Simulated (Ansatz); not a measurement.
The reference is CsBr in the CsCl type structure (space group Pm-3m, No. 221; a = 4.242 Å).

The values are results of Kohn–Sham DFT with the PBEsol functional, run in Ansatz (a first-principles code) with PAW and 420 eV plane waves, scalar-relativistic without spin-orbit coupling, not measurements.

For the base:

The band gap is 4.45 eV and the lattice parameter a is 424.2 pm.

The change: a hydrostatic pressure of 30 GPa.

Task: What does the calculation give for the electron mass, band gap and lattice parameter a after the change?

Result: The electron mass (degenerate bands, along [100]) comes out as 0.22, 1.2 mₑ (at Γ); the band gap shrinks by 1.585 eV (4.45 eV → 2.86 eV); the lattice parameter a shrinks by 66.2 pm to 358.0 pm.

Load acts through the strain it causes; cell and atoms are relaxed under it. Masses are band curvatures over ±0.01 Å⁻¹ around the edge. Whether these cells are dynamically stable was not tested. Competing high-pressure phases were not computed.
